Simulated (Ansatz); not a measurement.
Polymorphs of SiC, r2SCAN, rigid bands (Ansatz, a program for electronic structure); geometry: cell and atoms relaxed with PBEsol.
- F-43m, primitive cell of 2: a = b = c = 3.081 Å, α = β = γ = 60.00°
- P6_3mc, primitive cell of 8: a = 3.0780 Å, b = 3.0780 Å, c = 10.0760 Å, α = 90.00°, β = 90.00°, γ = 120.00°

| Space group | volume per atom (Å³) | band gap | electron conductivity mass | hole conductivity mass | Seebeck coefficient, n-type 1e19 cm⁻³ |
|---|---|---|---|---|---|
| F-43m | 10.3 | 1.71 eV | 0.30 mₑ | … | -248 μV/K |
| P6_3mc | 10.3 | 2.60 eV | 0.36 mₑ | 1.27 mₑ | … |

Question: Fill in the missing entries.

Answer: 
- F-43m, hole conductivity mass: 0.66 mₑ
- P6_3mc, Seebeck coefficient, n-type 1e19 cm⁻³: -266 μV/K

Masses are for dilute carriers at 300 K, harmonic means over directions unless an axis is named. Seebeck coefficients are for the stated density at 300 K, with one relaxation time for all states and whether or not that doping can be reached. Spin-orbit coupling is left out.
